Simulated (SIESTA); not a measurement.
SIESTA run on VPt2 (P1, 3 atoms in the cell): relaxation of cell and atoms.

Computed with LDA PW92, numerical atomic orbitals TZP, PseudoDojo LDA standard norm-conserving potentials (rewritten from UPF to PSML) (SIESTA).

```
CELL_PARAMETERS angstrom
     -1.36111     1.90240     4.18454
      1.36111    -1.90240     4.18454
      1.36111     1.90240    -4.18454
ATOMIC_POSITIONS crystal
  V  0.99544 0.01127 0.01046
  Pt 0.67923 0.64593 0.99834
  Pt 0.32533 0.34280 0.99120
```

Reference input (self-consistent single point, DFT, LDA PW92, numerical atomic orbitals TZP, PseudoDojo LDA standard norm-conserving potentials (rewritten from UPF to PSML)): XC.functional = LDA; XC.authors = PW92; potentials = PseudoDojo LDA standard; PAO.BasisSize = TZP; PAO.EnergyShift = 0.01 Ry; MeshCutoff = 400 Ry; kgrid.MonkhorstPack = 5 7 8; OccupationFunction = MP; OccupationMPOrder = 0; ElectronicTemperature = 1578.21 K; MaxSCFIterations = 150; SCF.Mixer.Method = Pulay. This run's input differs from it in these lines:

```diff
@@ -43,2 +43,7 @@
 Diag.ParallelOverK           true
+MD.TypeOfRun                 Broyden
+MD.Steps                     40
+MD.MaxForceTol               0.02 eV/Ang
+MD.VariableCell              true
+MD.MaxStressTol              0.05 GPa
 WriteForces                  true
```

Output, abridged:

```
        iscf     Eharris(eV)        E_KS(eV)     FreeEng(eV)     dDmax    Ef(eV) dHmax(eV)
   scf:    1    -8912.133161    -9054.502657    -9054.532322  2.029180 -1.513518 28.943717
   scf:    2    -8867.177329    -9063.006337    -9063.018284  1.652357 -1.042332 42.678488
   scf:    3    -9135.328370    -9106.264672    -9106.281409  1.035894 -1.858310 20.503238
   scf:    4    -7976.558870    -8769.608951    -8769.637452  0.927262 -4.294744 99.775686
   scf:    5    -9157.229228    -9118.136291    -9118.156674  0.750417 -3.170118  2.215793
   [... 8 lines left out ...]
   scf:   14    -9118.468898    -9118.468886    -9118.490280  0.000341 -3.253232  0.003247
   scf:   15    -9118.468887    -9118.468887    -9118.490280  0.000067 -3.253047  0.002033
   scf:   16    -9118.468887    -9118.468887    -9118.490281  0.000026 -3.253129  0.000022
   scf:   17    -9118.468887    -9118.468887    -9118.490281  0.000001 -3.253129  0.000009
SCF Convergence by DM+H criterion
max |DM_out - DM_in|         :     0.0000007239
max |H_out - H_in|      (eV) :     0.0000086781
SCF cycle converged after 17 iterations

Using DM_out to compute the final energy and forces

siesta: E_KS(eV) =            -9118.4689

siesta: E_KS - E_eggbox =     -9118.4689

siesta: Atomic forces (eV/Ang):
     1   -0.244140    0.101791    0.089055
     2    0.388479   -1.106525   -0.643481
     3   -0.144790    1.004341    0.556059
   Tot   -0.000450   -0.000394    0.001633
   Max    1.106525
   Res    0.596857    sqrt( Sum f_i^2 / 3N )
   Max    1.106525    constrained

Stress tensor Voigt[x,y,z,yz,xz,xy] (kbar):      121.87      119.92      150.17      -27.91        4.97        8.78
(Free)E + p*V (eV/cell)    -9122.0246
Target enthalpy (eV/cell)    -9118.4903

   [... lines left out ...]
siesta: Pressure (static):       -130.65332874  kBar
siesta: Pressure (total):       -130.65332874  kBar
No target stress found, assuming hydrostatic MD.TargetPressure.
Target stress (kBar)
outcell: Cell volume (Ang**3)        :     41.1776
        iscf     Eharris(eV)        E_KS(eV)     FreeEng(eV)     dDmax    Ef(eV) dHmax(eV)
siesta: Pressure (static):         -0.05994086  kBar
siesta: Pressure (total):         -0.05994086  kBar
outcell: Cell volume (Ang**3)        :     41.1776
siesta: FreeEng =     -9118.673770
   [... lines left out ...]
siesta:    -0.000081   -0.000151    0.000106
siesta:    -0.000151    0.000193    0.000218
siesta:     0.000106    0.000218    0.000000

siesta: Cell volume =         41.177555 Ang**3

siesta: Pressure (static):
siesta:                Solid            Molecule  Units
siesta:          -0.00000041         -0.00000061  Ry/Bohr**3
siesta:          -0.00003741         -0.00005592  eV/Ang**3
siesta:          -0.05994086         -0.08959587  kBar
```

The run converged. 

Summary of the result:
```
Property                                                                                                      Result
------------------------------------  ------------------------------------------------------------------------------
Free energy E − TS                                                                                     -9118.6738 eV
Fermi level (on the code's own zero)                                                                        -3.14 eV
Pressure                                                                                                   -0.01 GPa
Largest force (vector length)                                                                             0.007 eV/Å
Final cell                            a = 4.7042 Å, b = 4.7035 Å, c = 4.7006 Å, α = 146.90°, β = 133.03°, γ = 58.63°
Final volume per atom                                                                                       13.73 Å³
Relaxation steps                                                                                                  16
```

The starting cell comes from a database of computed structures (which also holds hypothetical and non-ambient phases and stackings), without a prior relaxation at this level. Its atoms were displaced at random from the sites of space group no. 71. Spin polarisation is off. Values carry the incompleteness of an atom-centred basis.

Cost on one core of a shared machine: roughly 6 min.
